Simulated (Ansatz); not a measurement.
Functionals compared on OH on the 1x1 (111) surface of fcc Cu, one in a 2x2 cell, started at the site 'hollow Cu-Cu-Cu over Cu at depth 2.1 Å', in Ansatz (plane waves, PAW). The structure was relaxed with PBE; the other rows are single points on it, each with its references at the same level. Cutoff 420 eV (500 eV for r2SCAN).

Slab: 18 atoms, 6.2 Å thick at the start under the adsorbate (thin: gaps and levels are the slab's own); k 6x6x1, smearing 0.1 eV, dipole-corrected; 8 atoms held, the rest relaxed; no symmetry held; spin-polarised, no spin-orbit, no U, no dispersion correction. The starting moment vanished. At the end it is bonded to 3 Cu. In PBE this state lies 0.04 eV over the lowest of the starts that converged ('hollow Cu-Cu-Cu over Cu at depth 4.1 Å'). These notes are the PBE run's. r2SCAN: The program's check for a lower electronic state was not made. Adsorption energies are against H2O(g) − ½ H2(g). A negative adsorption energy means that the adsorbate is more stable on the surface than in its reference.

```
functional  adsorption energy (eV)  work function of the top face (eV)  change of the work function (eV)  magnetic moment of the cell (μB)          rough cost of the single point
----------  ----------------------  ----------------------------------  --------------------------------  --------------------------------  --------------------------------------
PBE                           0.33                                3.35                             -1.42                              0.00                                       –
RPBE                          0.56                                3.23                             -1.37                              0.00  about 14 core-minutes (a rough figure)
r2SCAN                        0.00                                3.34                             -1.46                              0.00          around 27 core-minutes (rough)
```

Ansatz is an electronic-structure program.
